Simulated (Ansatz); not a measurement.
## A constructed model of the (111) surface of germanium, from a spin-polarised start, 2x2 Ge adatom at T1 (bottom of the slab: 4 H on 4 bottom sites)

The numbers are results of PBE (plane waves to 420 eV, PAW; Ansatz, a program for electronic structure), not measurements.

Slab: 37 atoms, 14.9 Å thick at the start with caps and adatoms; k 4x4x1, smearing 0.025 eV, dipole-corrected; 8 atoms held, the rest relaxed; start symmetry kept, larger cells not searched; spin-polarised from one start with parallel moments (other orders not tried), no spin-orbit, no U. The slab shows no gap on its mesh. The starting moment vanished. In PBE it lies 0.52 eV a 1x1 cell over the lowest computed structure of the same composition (2x2 Ge adatom at T4).

```json
{
  "work_function_of_the_top_face": "4.55 eV",
  "energy_released_by_relaxation": "0.086 eV",
  "cost": "very roughly 30 core-minutes"
}
```
